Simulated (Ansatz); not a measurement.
**MoTe2: response to strain**

Base system: MoTe2 (space group P6_3/mmc, No. 194; a = 3.497 Å, c = 13.696 Å; layered, stacked along the Cartesian z axis). Axes: x lies along a and z along c of the hexagonal cell.

Strains are applied to the cell and any free atomic positions relax; under biaxial strain the out-of-plane vector relaxes too.

All numbers come from PBE-D3(BJ) (Ansatz, an electronic-structure program; PAW; 420 eV plane waves; no SOC).

Notes on the quantities. pressure: mean of the normal stresses, compression positive.

```csv
case,out-of-plane strain,width of the top valence band,pressure
base,–,1.03 eV,0.00 GPa
"biaxial strain −3.00 %, plane normal [001], relaxed out of plane",+1.41 %,0.92 eV,3.54 GPa
"biaxial strain −2.40 %, plane normal [001], relaxed out of plane",___,0.92 eV,2.77 GPa
"biaxial strain −1.80 %, plane normal [001], relaxed out of plane",___,0.93 eV,2.02 GPa
"biaxial strain −1.20 %, plane normal [001], relaxed out of plane",+0.55 %,0.93 eV,1.32 GPa
"biaxial strain −0.60 %, plane normal [001], relaxed out of plane",+0.28 %,0.97 eV,___
```

Problem. What belongs in the blanks?

Solution. 
- biaxial strain −2.40 %, plane normal [001], relaxed out of plane, out-of-plane strain: +1.12 %
- biaxial strain −1.80 %, plane normal [001], relaxed out of plane, out-of-plane strain: +0.84 %
- biaxial strain −0.60 %, plane normal [001], relaxed out of plane, pressure: 0.64 GPa

With Te present, leaving out spin-orbit coupling can change the band edges. The levels and masses belong to the bands next to the band gap. Whether these cells are dynamically stable was not tested. The D3 term's C6 switches between coordination references near this geometry, which can add small steps to energies.
